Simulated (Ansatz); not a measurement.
The reference is GaN in the wurtzite structure (space group P6_3mc, No. 186).

```
CELL_PARAMETERS angstrom
      3.18258     0.00000     0.00000
     -1.59129     2.75619     0.00000
      0.00000     0.00000     5.18543
ATOMIC_POSITIONS crystal
  Ga 0.33333 0.66667 0.00019
  Ga 0.66667 0.33333 0.50019
  N  0.33333 0.66667 0.37681
  N  0.66667 0.33333 0.87681
```

Cartesian axes are those of the cell as printed.

Method: PBEsol (Ansatz, a first-principles code, PAW, spin-orbit coupling left out).

Base values:

```
Quantity                              Value
---------------------  --------------------
Valence-band top at Γ  0.00, 0.00, -0.04 eV
Pressure                           0.00 GPa
```

One thing is altered: the cell is compressed by 0.60 % along x with no lateral relaxation; the atoms relax in the strained cell.

Question: Estimate the effect on the valence-band top at Γ, pressure and energy relative to the base.

Answer: The valence-band top at Γ (three highest levels, from the VBM) becomes 0.00, -0.04, -0.08 eV (base: 0.00, 0.00, -0.04 eV); the pressure (mean of the normal stresses, compression positive) goes from zero to 1.15 GPa; the energy rises by 0.4 meV/atom.

The levels and masses belong to the bands next to the band gap. Whether these cells are dynamically stable was not tested.
